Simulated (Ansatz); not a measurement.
## MoSi2: response to strain

Start from MoSi₂ (space group I4/mmm, No. 139; a = 3.190 Å, c = 7.822 Å; relaxed with 0.1 eV smearing).

Strains are applied to the cell and any free atomic positions relax.

All numbers come from PBEsol in Ansatz (plane waves to 420 eV, PAW, no SOC).

Notes on the quantities. energy relative to the base: free energy F.

| isotropic strain (%) | energy relative to the base (meV/atom) |
|---|---|
| -2.5 | 55.8 |
| -2 | 35.1 |
| -1.5 | 19.4 |
| -0.5 | 2.1 |
| 0 | 0.0 |
| 0.5 | 2.0 |
| 1 | ? |
| 2 | 30.6 |
| 3 | 66.4 |

**Question.** Fit ΔE = Aε² + Bε³ (ε in %) to the rows shown and predict the withheld row.

**Answer.** Least squares on the printed values gives A = 8.22 and B = -0.28 meV/atom (largest residual 0.0 meV/atom); this predicts 7.9 meV/atom, and the run gives 7.9 meV/atom, in agreement.

Stability against distortions was not tested. The final runs are not spin-polarised.

Ansatz is a program for electronic structure.
